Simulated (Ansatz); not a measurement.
ZrAl3 (I4/mmm, No. 139) was calculated with LDA (Ansatz, a first-principles code, PAW).

Excerpt of the program's output:

```
Relaxation: its limit of steps is 80 (relax.max_steps)
Crystal: 8 atoms, lattice volume = 130.537 Å³
Basis set: ecut = 520 eV, 3527 PW (Γ), FFT grids on a1+a3, a2+a3, a3, exchange–correlation on 60×60×144 points (8 copies of the dense FFT grid, shifted against one another)
Bands: 29, of which v1, the nominal top of the filled ones, is band 21 counted from 1 (20 counted from 0)
Symmetry: 16 space group operations
Space group: I4/mmm (ITA 139), of the structure as read, at distance tolerance 5.1e-5 Å
k-points: 641 of 8000
Functional: x = slater, c = lda
SCF iter   1: F=—  HF=-11236.308705 eV  |F-HF|=—  |Δ(HF+E_count)|=         —  Δρ=4.81e-3  dr2=4.21e-2
SCF iter   2: F=—  HF=-11236.301786 eV  |F-HF|=—  |Δ(HF+E_count)|=   6.92e-3  Δρ=2.77e-3  dr2=1.36e-2
  ...
SCF 1 converged in 6 iterations: F = -11236.297932 eV  dr2 = 7.31e-9
Crystal: 8 atoms, lattice volume = 130.537 Å³
Basis set: ecut = 520 eV, 3535 PW (Γ), FFT grids on a1+a3, a2+a3, a3, exchange–correlation on 60×60×144 points (8 copies of the dense FFT grid, shifted against one another)
Initial density: handed on by an earlier stage of this run
SCF 2 converged in 5 iterations: F = -11236.297669 eV  dr2 = 3.30e-9
Crystal: 8 atoms, lattice volume = 130.537 Å³
SCF 3 converged in 7 iterations: F = -11236.298037 eV  dr2 = 2.72e-12
Crystal: 8 atoms, lattice volume = 130.537 Å³
SCF iter   2: F=—  HF=-11236.298037 eV  |F-HF|=—  |Δ(HF+E_count)|=   5.03e-7  Δρ=8.44e-8  dr2=1.54e-12
SCF iter   3: F=-11236.298037 eV  HF=-11236.298037 eV  |F-HF|=1.82e-12  |Δ(HF+E_count)|=  3.64e-12  Δρ=3.83e-8  dr2=4.31e-13
SCF 4 converged in 3 iterations: F = -11236.298037 eV  dr2 = 4.31e-13
SCF converged after 3 iterations
Free energy (F): -11236.298037 eV
Internal energy: -11236.281498 eV  (E = F + TS)
E sigma→0 (E₀):  -11236.289767 eV
Fermi energy:    10.847314 eV
--- Stress (GPa, compression-positive) ---
        2.383418       0.000000       0.000000
        0.000000       2.383418      -0.000000
        0.000000      -0.000000       2.366579
  P = ⅓ Tr σ = 2.3778 GPa (23.778 kbar)
```

### Question
Write an input file that produces this run.

### Answer
One answer among several that fit: 
Ansatz 0.2 input:
```yaml
crystal:
  lattice:
    - [-1.9635967998, 1.9635967998, 8.4638800156]
    - [1.9635967998, -1.9635967998, 8.4638800156]
    - [1.9635967998, 1.9635967998, -8.4638800156]
  atoms:
    - { symbol: Zr, position: [0.1186427827, 0.1186427827, 0.0] }
    - { symbol: Zr, position: [0.8813572173, 0.8813572173, 0.0] }
    - { symbol: Al, position: [0.5, 0.0, 0.5] }
    - { symbol: Al, position: [0.0, 0.5, 0.5] }
    - { symbol: Al, position: [0.75, 0.25, 0.5] }
    - { symbol: Al, position: [0.25, 0.75, 0.5] }
    - { symbol: Al, position: [0.3746658161, 0.3746658161, 0.0] }
    - { symbol: Al, position: [0.6253341839, 0.6253341839, 0.0] }
basis:
  ecutwfc: 520
  ecutrho_ratio: 4
  xc_grid: 2
kpoints:
  mp_grid: { grid: [20, 20, 20] }
hamiltonian:
  xc: lda
  dispersion: none
  pseudopotentials: { kind: paw }
scf:
  occupations: { method: fermi_dirac, width: 0.05 }
output:
  forces: true
  stress: true
  eigenvalues: true
relax:
  f_tol: 0.004
  escape_saddle: false
  max_steps: 80
  cell: { stress_tol: 0.02, fix: [volume] }
```

The cell is one volume of an energy–volume scan, off the minimum.

The PAW data were made under PBE.

Note: the volume lies 6 % below that of the published cell.

The result took about 25 core-minutes (a rough figure).
